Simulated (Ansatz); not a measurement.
Density of states of AlN (P6_3mc) below the valence band maximum, PBEsol, rigid bands in Ansatz (a first-principles code); cell volume 41.8 Å³.

(energy from edge (eV), 10⁻³ states/eV/cell): (0.006, 52.0); (0.031, 120); (0.056, 170); (0.081, 213); (0.106, 253); (0.131, 295); (0.156, 335); (0.181, 379); (0.206, 422); (0.231, 893); (0.256, 1070); (0.281, 1190); (0.319, 1340); (0.344, 1430); (0.369, 1520); (0.394, 1610); (0.419, 1700); (0.444, 1790); (0.469, 1890); (0.494, 1990); (0.519, 2090); (0.544, 2210); (0.569, 2330); (0.594, 2460)

Q: What effective density of states at 300 K does this give (∫ g(E) exp(−E/k_BT) dE, both spins, divided by the cell's size)?

A: 6.2e19 cm⁻³, a density-of-states mass of 1.83 mₑ, valleys and band degeneracy included.

Spin-orbit coupling is left out; where it splits the top of the valence band, N_v and the p-type Seebeck coefficient come out somewhat high without it. Geometry: cell and atoms relaxed with PBEsol.
